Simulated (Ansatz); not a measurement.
**Ansatz (an electronic-structure program) run on Ta₃Ru (Cmmm, 4 atoms in the cell): self-consistent single point**

Computed with PBEsol, default PAW files made with PBE (plane waves; Ansatz).

This input was run:

Ansatz 0.2 input:
```yaml
crystal:
  lattice:
    - [1.669090, -2.342310, 0.000000]
    - [1.669090, 2.342310, 0.000000]
    - [0.000000, 0.000000, 8.814200]
  atoms:
    - { symbol: Ta, position: [0.500000, 0.500000, 0.763880] }
    - { symbol: Ta, position: [0.500000, 0.500000, 0.236120] }
    - { symbol: Ta, position: [0.000000, 0.000000, 0.500000] }
    - { symbol: Ru, position: [0.000000, 0.000000, 0.000000] }
kpoints:
  mp_grid: { grid: [12, 12, 4] }
hamiltonian:
  xc: pbesol
  pseudopotentials: { kind: paw }
scf:
  occupations: { method: gaussian, width: 0.05 }
output:
  forces: true
  eigenvalues: true
  stress: true
```

Log, with long lists cut:

```
WARN basis.ecutwfc = 420 eV, the default
WARN ansatz: RAYON_NUM_THREADS=1 ignored (pool sized by the plan → 1); use --threads N
Pseudopotentials: kind: paw
Pseudopotential: Ta, paw, valence charge 13
Pseudopotential: Ru, paw, valence charge 16
Crystal: 4 atoms, lattice volume = 68.919 Å³
Basis set: ecut = 420 eV, 1367 PW (Γ), exchange–correlation on 40×40×120 points (8 copies of the dense FFT grid, shifted against one another)
Bands: 33, of which v1, the nominal top of the filled ones, is band 28 counted from 1 (27 counted from 0)
Symmetry: 8 space group operations
Space group: Cmmm (ITA 65), of the structure as read, at distance tolerance 4.1e-5 Å
k-points: 129 of 576
PAW frozen core: Ta, regenerated for the run's functional, and the local potential with it
PAW frozen core: Ru, regenerated for the run's functional, and the local potential with it
Initial density: superposition of atomic densities (neutral atoms: chi_scale 0, normalization atom), corrected by the library's trained network
Initial wavefunctions: pseudopotential atomic-orbital guess
Eigensolver: davidson
Functional: x = pbesol(κ = 0.804, μ = 0.12345679012345678), c = pbesol(β = 0.046)
SCF iter   1: F=—  HF=-35236.405390 eV  |F-HF|=—  |Δ(HF+E_count)|=         —  Δρ=3.09e-2  dr2=2.65e0  ethr=1.77e-3  ⟨swp⟩=4.8  Hψ=14841  notcnv=0
all-band conjugate gradients solve this SCF's bands
preconditioner: auto → Kerker (q_TF=auto, 2.628 Å⁻¹)
SCF iter   2: F=—  HF=-35236.326617 eV  |F-HF|=—  |Δ(HF+E_count)|=   7.88e-2  Δρ=1.10e-2  dr2=4.83e-1  ethr=1.77e-3  ⟨swp⟩=1.2  Hψ=5343  notcnv=0
SCF iter   3: F=—  HF=-35236.310948 eV  |F-HF|=—  |Δ(HF+E_count)|=   1.57e-2  Δρ=2.79e-3  dr2=1.33e-2  ethr=8.78e-4  ⟨swp⟩=1.0  Hψ=4134  notcnv=0  defer=50
SCF iter   4: F=—  HF=-35236.309789 eV  |F-HF|=—  |Δ(HF+E_count)|=   1.16e-3  Δρ=6.97e-4  dr2=1.40e-3  ethr=2.41e-5  ⟨swp⟩=1.1  Hψ=4144  notcnv=0  defer=112
SCF iter   5: F=—  HF=-35236.309735 eV  |F-HF|=—  |Δ(HF+E_count)|=   5.41e-5  Δρ=3.34e-4  dr2=1.47e-4  ethr=2.55e-6  ⟨swp⟩=1.2  Hψ=4156  notcnv=0  defer=112
SCF iter   6: F=—  HF=-35236.309731 eV  |F-HF|=—  |Δ(HF+E_count)|=   4.30e-6  Δρ=3.36e-5  dr2=1.13e-6  ethr=2.67e-7  ⟨swp⟩=1.0  Hψ=4137  notcnv=0  defer=112
SCF iter   7: F=—  HF=-35236.309749 eV  |F-HF|=—  |Δ(HF+E_count)|=   1.75e-5  Δρ=9.62e-6  dr2=1.36e-7  ethr=1.82e-10  ⟨swp⟩=8.8  Hψ=19336  notcnv=0
SCF iter   8: F=-35236.309749 eV  HF=-35236.309749 eV  |F-HF|=8.29e-10  |Δ(HF+E_count)|=   1.04e-8  Δρ=1.49e-6  dr2=1.25e-9  ethr=1.82e-10  ⟨swp⟩=4.0  Hψ=12674  notcnv=0
SCF 1 converged in 8 iterations: F = -35236.309749 eV  dr2 = 1.25e-9
SCF converged after 8 iterations
Free energy (F): -35236.309749 eV
Harris-Foulkes:  -35236.309749 eV  (|F-HF|=8.29e-10)
Internal energy: -35236.302899 eV  (E = F + TS)
E sigma→0 (E₀):  -35236.306324 eV
Entropy (-TS):   -0.006850 eV (-1.712 meV/atom)
Fermi energy:    19.182477 eV
--- Per-component energies (eV) ---
  E_band       = -417.580075
  E_kinetic    = 1609.174226
  E_local      = -3358.109595  (includes V_loc(G=0)·N_el)
  E_nonlocal   = 397.020228
  E_hartree    = 1175.277695
  E_xc         = -839.106282
  E_vxc        = -848.355062  (∫ρ·V_xc dr)
  E_paw        = -28216.949232  (= ΣΔE_a)
  E_vpaw       = -567.865896  (= ΣTr[D̂ρ^β])
  E_aug_tail   = 0.000225  (compensation charges beyond the density's cutoff)
  E_ewald      = -6004.504399
  E_core_change = 0.894235  (= ΣΔE_core)
  E_smearing   = -0.006850  (= −TS)
  E_closure    = 0.000000  (closes the sum)
  Σ components = -35236.309749   (vs F -35236.309749, Δ=0.00e0)
--- Forces (eV/Å), atoms counted from 1 ---
  atom   1  Ta     0.00000000     0.00000000     0.08428401
  atom   2  Ta    -0.00000000    -0.00000000    -0.08428401
  atom   3  Ta     0.00000000     0.00000000     0.00000000
  atom   4  Ru     0.00000000     0.00000000     0.00000000
  max |Σ_I F_I| component: 1.38e-30 eV/Å
--- Stress (GPa, compression-positive) ---
       -8.646090       0.000000      -0.000000
        0.000000      -7.599800       0.000000
       -0.000000       0.000000      -8.460355
  P = ⅓ Tr σ = -8.2354 GPa (-82.354 kbar)
  The stress holds the Pulay correction. Without it, at fixed plane waves, as pw.x and ABINIT print it: P = -8.2854 GPa
--- Band table (eV; the first three rows and the last of 129) ---
  k-point 0: bands = ["-53.4374", "-48.2586", "-48.2551", "-47.9232", "-23.5425", "-23.3563", "-23.1738", "-15.1028", "-14.8663", "-14.4902", "-14.4515", "-14.2786", "-14.2781", "-14.2389", "-14.0657", "-13.9623", "11.1593", "13.3229", "13.8098", [...]
  k-point 1: bands = ["-53.4374", "-48.2594", "-48.2544", "-47.9232", "-23.5425", "-23.3563", "-23.1738", "-15.1165", "-14.8461", "-14.4945", "-14.4466", "-14.2785", "-14.2782", "-14.2455", "-14.0662", "-13.9623", "11.3439", "12.6583", "14.1456", [...]
  k-point 2: bands = ["-53.4374", "-48.2599", "-48.2538", "-47.9232", "-23.5425", "-23.3563", "-23.1738", "-15.1285", "-14.8273", "-14.4981", "-14.4425", "-14.2785", "-14.2782", "-14.2523", "-14.0668", "-13.9623", "11.8128", "11.9402", "14.1998", [...]
  k-point 128: bands = ["-53.3881", "-48.1632", "-48.1598", "-47.8310", "-23.5277", "-23.5082", "-23.4786", "-15.2670", "-15.2201", "-14.9106", "-14.8622", "-14.8443", "-14.8391", "-14.6671", "-14.4504", "-14.1957", "14.4606", "14.6914", "14.7659", [...]
```

The run converged in 8 iterations.

The starting cell comes from a database of computed structures (which also holds hypothetical and non-ambient phases and stackings), without a prior relaxation at this level. Spin-orbit coupling is off. Spin polarisation is off. With a pressure of about -8 GPa the cell is away from its equilibrium volume at this level. Ansatz's pressure includes its estimate of the finite-basis (Pulay) stress.
